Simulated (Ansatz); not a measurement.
**Effect of Si → Mg on V3Si**

Take V₃Si in the A15 (Cr3Si type) structure (space group Pm-3n, No. 223; a = 4.650 Å) as the base.

One thing is altered: Mg takes the place of Si on all its sites, then cell and atoms are relaxed.

The values are results of PBEsol (Ansatz, a program for electronic structure, PAW, no spin-orbit coupling), not measurements. k-mesh 10×10×10 (Γ-centred); smearing 0.05 eV (Fermi–Dirac).

The volume per atom grows by 1.713 Å³ (12.56 Å³ → 14.28 Å³) and the lattice parameter a rises by 0.202 Å to 4.852 Å. The space group remains Pm-3n (No. 223) and the shortest interatomic distance grows by 0.101 Å to 2.426 Å. The band gap is still zero.

Final structure:

```yaml
crystal:
  lattice:
    - [4.85193, 0.00000, 0.00000]
    - [0.00000, 4.85193, 0.00000]
    - [0.00000, 0.00000, 4.85193]
  atoms:
    - { symbol: V, position: [0.25000, 0.00000, 0.50000] }
    - { symbol: V, position: [0.75000, 0.00000, 0.50000] }
    - { symbol: V, position: [0.00000, 0.50000, 0.25000] }
    - { symbol: V, position: [0.00000, 0.50000, 0.75000] }
    - { symbol: V, position: [0.50000, 0.25000, 0.00000] }
    - { symbol: V, position: [0.50000, 0.75000, 0.00000] }
    - { symbol: Mg, position: [0.00000, 0.00000, 0.00000] }
    - { symbol: Mg, position: [0.50000, 0.50000, 0.50000] }
```

No phonon test of stability was made. As relaxed here, MgV3 is a hypothetical phase, not in the database extracts checked. Starting moments died away, wholly or in part, for Si → Mg and the base; another magnetic solution may exist. All final runs are without spin polarisation.
